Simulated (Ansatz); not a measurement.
## SnO: shear stress against shear

SnO (litharge, P4/nmm, 16.180 Å³/atom and stress up to 0.01 GPa in the relaxed cell, c along z) under an engineering shear γ in the xz plane. PBEsol-D3(BJ) in Ansatz, a plane-wave DFT program (PAW, default set), 420 eV, 15×15×13 Γ-centred mesh, Fermi-Dirac smearing 0.10 eV; ions are relaxed, or left where forces stay under 0.02 eV/Å, within the symmetry of each cell. Against the start cell, which lies near the measured one, the relaxed cell differs by -7.4 % in volume and -5.8 % in c; the values below rest on it. Stress is positive for a compressed cell.

Here s stands for strain and y for shear stress.

| strain (%) | shear stress (GPa) |
|---|---|
| 0.00 | 0.00 |
| 0.66 | -0.26 |
| 1.34 | -0.53 |
| 2.00 | -0.79 |
| 4.00 | ? |

Problem. Using a straight line, estimate the missing y at s = 4.00 from the other rows, showing the fit.

Solution. Means: s 1.0000, y -0.395. About the means, the sum of products is -0.88180 and the sum of squares of s is 2.2312; the slope is their ratio. Least squares gives y = 0.000 - 0.3952·s. Residuals (row less fit): 0.000, 0.001, 0.000, 0.000; standard error 0.001 (degrees of freedom: 2). The slope gives the elastic constant C44 = 39.52 ± 0.05 GPa (± standard error of the fit, which holds the terms cut off). At the withheld row, y = 0.000 - 0.3952 × 4.00 = -1.581 GPa. The calculation gives -1.58 GPa, which the fit meets to the printed digits. The row lies outside the fitted rows, so this is an extrapolation. The scatter of the fitted rows lies at the last printed digit.

This level leaves no gap over 0.05 eV at strain 0.00, 0.66, 1.34, 2.00, 4.00 %. Rows are the converged runs of the series near zero and its far end, less any whose ions stayed unrelaxed beside relaxed ones; series whose fitted rows scatter by over a few per cent of the range, as at a crossing or softening among them, aren't shown in this form. Most that stay on the fit to the last digits aren't either.
